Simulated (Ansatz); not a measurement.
Defect: interstitial Na in zinc-blende ZnS, charge state +1. All values below come from PBE, PAW (plane waves to 420 eV; Ansatz, a quantum-chemistry and plane-wave program).

64-site cell at the relaxed PBE lattice, the Γ point alone, smearing 0.01 eV, spin-restricted, no finite-size correction. Energies are static. The charge state is imposed; whether it is stable for some Fermi level was not computed. Sites that were not tried may lie lower.

Barriers: single points on a 2×2×2 k-point mesh shifted by half a step at the bands' geometries.

The step: one Na atom jumps by itself. Atoms about the jump, Cartesian Å from the middle of the jump, before and after:

```csv
atom,x0,y0,z0,x1,y1,z1
Na1,-0.68,-0.68,-0.68,0.68,0.68,0.68
S2,2.04,-0.68,-0.68,2.10,-0.74,-0.74
S3,-0.68,-0.68,2.04,-0.74,-0.74,2.10
S4,-0.68,2.04,-0.68,-0.74,2.10,-0.74
Zn5,0.82,-2.18,0.82,0.68,-2.17,0.68
Zn6,-2.18,0.82,0.82,-2.17,0.68,0.68
Zn7,0.82,0.82,-2.19,0.68,0.68,-2.17
```

Problem. Predict the transition state.

Solution. 
```tsv
atom	x	y	z
Na1	0.06	0.06	0.06
S2	2.21	-0.78	-0.75
S3	-0.78	-0.74	2.21
S4	-0.75	2.21	-0.78
Zn5	1.04	-2.39	0.53
Zn6	-2.39	0.55	1.03
Zn7	0.53	1.04	-2.40
```
It lies 0.87 eV above the start and 0.66 eV above the end. The program found a first-order saddle point. Symmetry-equivalent saddle points exist between the same ends.
